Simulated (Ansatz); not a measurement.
Input and output of a self-consistent single point for Mo (Im-3m, 1 atom in the cell) (Ansatz, a first-principles code).

Method of the run: LDA (PW92), default PAW files made with PBE (plane waves; Ansatz).

```yaml
crystal:
  lattice:
    - [-1.56713, 1.56713, 1.56713]
    - [1.56713, -1.56713, 1.56713]
    - [1.56713, 1.56713, -1.56713]
  atoms:
    - { symbol: Mo, position: [0.00000, 0.00000, 0.00000] }
```

Reference input (self-consistent single point, DFT, LDA (PW92), plane waves, default PAW files made with PBE): basis.ecutwfc = 30.9 Ry; kpoints.mp_grid.grid = 15 15 15; hamiltonian.xc = lda; hamiltonian.pseudopotentials = {kind: paw} (the program's default PAW files); scf.occupations.method = fermi_dirac; scf.occupations.width = 0.0073 Ry. This run's input differs from it in these lines:

Ansatz 0.2 input:
```diff
@@ -11,3 +11,3 @@
   mp_grid:
-    grid: [15, 15, 15]
+    grid: [35, 35, 35]
 hamiltonian:
@@ -19,3 +19,3 @@
     method: fermi_dirac
-    width: 0.0073 Ry
+    width: 0.0015 Ry
 output:
```

The program printed (abridged):

```
SCF iter   1: F=—  HF=-4842.854139 eV  |F-HF|=—  |Δ(HF+E_count)|=         —  Δρ=7.21e-3  dr2=1.87e-3  ethr=1.77e-3  ⟨swp⟩=5.6  Hψ=75325  notcnv=0
all-band conjugate gradients solve this SCF's bands
preconditioner: auto → none
SCF iter   2: F=—  HF=-4842.853777 eV  |F-HF|=—  |Δ(HF+E_count)|=   3.63e-4  Δρ=3.54e-3  dr2=4.04e-4  ethr=1.34e-5  ⟨swp⟩=2.1  Hψ=26471  notcnv=0  defer=17
SCF iter   3: F=—  HF=-4842.853725 eV  |F-HF|=—  |Δ(HF+E_count)|=   5.13e-5  Δρ=5.67e-4  dr2=3.72e-5  ethr=2.89e-6  ⟨swp⟩=3.0  Hψ=20442  notcnv=0  defer=17
SCF iter   4: F=—  HF=-4842.853710 eV  |F-HF|=—  |Δ(HF+E_count)|=   1.50e-5  Δρ=1.04e-4  dr2=6.50e-7  ethr=2.66e-7  ⟨swp⟩=2.3  Hψ=18667  notcnv=0  defer=17
SCF iter   5: F=—  HF=-4842.853710 eV  |F-HF|=—  |Δ(HF+E_count)|=   6.56e-8  Δρ=5.59e-5  dr2=1.89e-7  ethr=4.65e-9  ⟨swp⟩=2.0  Hψ=20453  notcnv=0  defer=17
SCF iter   6: F=-4842.853710 eV  HF=-4842.853710 eV  |F-HF|=1.42e-8  |Δ(HF+E_count)|=   7.97e-8  Δρ=1.82e-5  dr2=1.82e-8  ethr=7.14e-10  ⟨swp⟩=4.2  Hψ=40104  notcnv=0
SCF 1 converged in 6 iterations: F = -4842.853710 eV  dr2 = 1.82e-8
Free energy (F): -4842.853710 eV
Internal energy: -4842.852865 eV  (E = F + TS)
E sigma→0 (E₀):  -4842.853287 eV
Entropy (-TS):   -0.000845 eV (-0.845 meV/atom)
Fermi energy:    21.221959 eV
--- Forces (eV/Å), atoms counted from 1 ---
  atom   1  Mo     0.00000000     0.00000000     0.00000000
--- Stress (GPa, compression-positive) ---
       -6.127654      -0.000000       0.000000
       -0.000000      -6.127654       0.000000
        0.000000       0.000000      -6.127654
  P = ⅓ Tr σ = -6.1277 GPa (-61.277 kbar)
  The stress holds the Pulay correction. Without it, at fixed plane waves, as pw.x and ABINIT print it: P = -6.1395 GPa
```

The run converged in 6 iterations. Against the reference run the free energy rises by 7.3 meV/atom and the pressure goes from -5.89 to -6.13 GPa.

The starting cell has typed, rounded lattice constants, without a prior relaxation at this level. Its lattice was rescaled by up to half a per cent. Spin polarisation is off. With a pressure of about -6 GPa the cell is away from its equilibrium volume at this level. Ansatz's pressure includes its estimate of the finite-basis (Pulay) stress.
